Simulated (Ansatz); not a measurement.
Ta: pressure 30 GPa

Consider Ta in the bcc (W type) structure (space group Im-3m, No. 229; a = 3.305 Å).

Perturbation: a hydrostatic pressure of 30 GPa.

Level of theory: r2SCAN, PAW, 500 eV (Ansatz, a quantum-chemistry and plane-wave program; scalar-relativistic without spin-orbit coupling). k-mesh 20×20×20 (Γ-centred); smearing 0.05 eV (Fermi–Dirac).

```json
[
 {"quantity": "volume per atom", "base": "18.05 Å³", "changed": "16.03 Å³", "shift": "-2.013 Å³"},
 {"quantity": "density", "base": "16.65 g/cm³", "changed": "18.74 g/cm³", "shift": "+2.09 g/cm³"},
 {"quantity": "lattice parameter a", "base": "3.305 Å", "changed": "3.177 Å", "shift": "-0.128 Å"},
 {"quantity": "shortest interatomic distance", "base": "2.862 Å", "changed": "2.751 Å", "shift": "-0.111 Å"},
 {"quantity": "band gap", "base": "zero", "changed": "zero", "shift": "–"}
]
```

Cost of the whole job for the changed cell (relaxation, final SCF and bands): around 29 core-seconds (rough).

Load acts through the strain it causes; cell and atoms are relaxed under it. Whether these cells are dynamically stable was not tested. No other phases were tried under pressure. The final runs are not spin-polarised.
